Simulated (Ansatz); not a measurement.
**Ansatz (a quantum-chemistry and plane-wave program) run on FeAl (P4mm, 2 atoms in the cell): self-consistent single point**

Method of the run: LDA (PW92), default PAW files made with PBE (plane waves; Ansatz).

This input was run:

Ansatz 0.2 input:
```yaml
crystal:
  lattice:
    - [2.918730, 0.000000, 0.000000]
    - [0.000000, 2.918730, 0.000000]
    - [0.000000, 0.000000, 2.918730]
  atoms:
    - { symbol: Al, position: [0.500000, 0.500000, 0.517131] }
    - { symbol: Fe, position: [0.000000, 0.000000, 0.000000] }
basis:
  ecutwfc: 420.0 eV
kpoints:
  mp_grid: { grid: [11, 11, 11] }
hamiltonian:
  xc: lda
  pseudopotentials: { kind: paw }
scf:
  occupations: { method: fermi_dirac, width: 0.1 eV }
output:
  forces: true
  eigenvalues: true
  stress: true
```

Output, abridged:

```
WARN ansatz: RAYON_NUM_THREADS=1 ignored (pool sized by the plan → 1); use --threads N
Pseudopotentials: kind: paw
Pseudopotential: Al, paw, valence charge 3
Pseudopotential: Fe, paw, valence charge 16
Crystal: 2 atoms, lattice volume = 24.865 Å³
Basis set: ecut = 420 eV, 461 PW (Γ)
Bands: 14, of which v1, the nominal top of the filled ones, is band 10 counted from 1 (9 counted from 0)
Symmetry: 8 space group operations
Space group: P4mm (ITA 99), of the structure as read, at distance tolerance 2.9e-5 Å
k-points: 126 of 1331 (time reversal used)
PAW frozen core: Al, regenerated for the run's functional, and the local potential with it
PAW frozen core: Fe, regenerated for the run's functional, and the local potential with it
Initial density: superposition of atomic densities (neutral atoms: chi_scale 0, normalization atom), corrected by the library's trained network
Initial wavefunctions: pseudopotential atomic-orbital guess
Eigensolver: davidson
Functional: x = slater, c = lda
SCF iter   1: F=—  HF=-4933.528465 eV  |F-HF|=—  |Δ(HF+E_count)|=         —  Δρ=9.95e-3  dr2=8.71e-3  ethr=1.77e-3  ⟨swp⟩=4.2  Hψ=8112  notcnv=0
all-band conjugate gradients solve this SCF's bands
preconditioner: auto → none
SCF iter   2: F=—  HF=-4933.526974 eV  |F-HF|=—  |Δ(HF+E_count)|=   1.49e-3  Δρ=3.90e-3  dr2=1.35e-3  ethr=4.58e-5  ⟨swp⟩=2.8  Hψ=3521  notcnv=0
SCF iter   3: F=—  HF=-4933.526696 eV  |F-HF|=—  |Δ(HF+E_count)|=   2.79e-4  Δρ=7.62e-4  dr2=1.38e-4  ethr=7.09e-6  ⟨swp⟩=1.3  Hψ=2069  notcnv=0
SCF iter   4: F=—  HF=-4933.526669 eV  |F-HF|=—  |Δ(HF+E_count)|=   2.73e-5  Δρ=1.69e-4  dr2=5.59e-6  ethr=7.26e-7  ⟨swp⟩=1.0  Hψ=1777  notcnv=0
SCF iter   5: F=—  HF=-4933.526671 eV  |F-HF|=—  |Δ(HF+E_count)|=   2.62e-6  Δρ=7.76e-6  dr2=4.26e-9  ethr=2.94e-8  ⟨swp⟩=2.4  Hψ=2258  notcnv=0
SCF iter   6: F=-4933.526671 eV  HF=-4933.526671 eV  |F-HF|=3.24e-10  |Δ(HF+E_count)|=   1.62e-9  Δρ=2.11e-6  dr2=4.73e-10  ethr=2.24e-11  ⟨swp⟩=1.8  Hψ=5550  notcnv=0
SCF 1 converged in 6 iterations: F = -4933.526671 eV  dr2 = 4.73e-10
SCF converged after 6 iterations
Free energy (F): -4933.526671 eV
Harris-Foulkes:  -4933.526671 eV  (|F-HF|=3.24e-10)
Internal energy: -4933.427830 eV  (E = F + TS)
E sigma→0 (E₀):  -4933.477251 eV
Entropy (-TS):   -0.098841 eV (-49.421 meV/atom)
Fermi energy:    12.920871 eV
--- Per-component energies (eV) ---
  E_band       = -262.405567
  E_kinetic    = 380.434664
  E_local      = -2800.311631  (includes V_loc(G=0)·N_el)
  E_nonlocal   = 231.428082
  E_hartree    = 1205.857378
  E_xc         = -157.962080
  E_vxc        = -182.810316  (∫ρ·V_xc dr)
  E_paw        = -1748.850522  (= ΣΔE_a)
  E_vpaw       = -302.861643  (= ΣTr[D̂ρ^β])
  E_aug_tail   = 0.000821  (compensation charges beyond the density's cutoff)
  E_ewald      = -2044.481794
  E_core_change = 0.457252  (= ΣΔE_core)
  E_smearing   = -0.098841  (= −TS)
  E_closure    = 0.000000  (closes the sum)
  Σ components = -4933.526671   (vs F -4933.526671, Δ=0.00e0)
--- Forces (eV/Å), atoms counted from 1 ---
  atom   1  Al     0.00000000     0.00000000    -0.29966924
  atom   2  Fe    -0.00000000     0.00000000     0.29967804
  max |Σ_I F_I| component: 8.80e-6 eV/Å
--- Stress (GPa, compression-positive) ---
      -17.797481       0.000000       0.000000
        0.000000     -17.797481       0.000000
        0.000000       0.000000     -17.922519
  P = ⅓ Tr σ = -17.8392 GPa (-178.392 kbar)
  The stress holds the Pulay correction. Without it, at fixed plane waves, as pw.x and ABINIT print it: P = -17.9554 GPa
--- Band table (eV; the first three rows and the last of 126) ---
  k-point 0: bands = ["-72.4955", "-38.9576", "-38.9576", "-38.9576", "2.8847", "10.8016", "10.8033", "13.0577", "13.0591", "13.0591", "19.0548", "19.0548", "19.0575", "22.1781"]
  k-point 1: bands = ["-72.4952", "-38.9619", "-38.9572", "-38.9572", "3.0348", "10.7825", "10.8453", "12.9659", "12.9659", "13.0672", "17.9153", "19.2752", "19.2752", "22.1415"]
  k-point 2: bands = ["-72.4944", "-38.9733", "-38.9563", "-38.9563", "3.4808", "10.6383", "10.9656", "12.7355", "12.7355", "13.0930", "16.1770", "19.8898", "19.8898", "22.0329"]
  k-point 125: bands = ["-72.4841", "-38.9993", "-38.9992", "-38.9992", "9.6441", "9.8336", "9.8352", "13.5353", "13.5359", "15.1787", "16.0205", "16.0260", "16.7929", "19.1171"]
```

The run converged in 6 iterations.

The starting cell has typed, rounded lattice constants, without a prior relaxation at this level. Its lattice was rescaled by up to half a per cent. One atom was moved a little off its site on purpose. Spin polarisation is off. With a pressure of about -18 GPa the cell is away from its equilibrium volume at this level. Ansatz's pressure includes its estimate of the finite-basis (Pulay) stress.
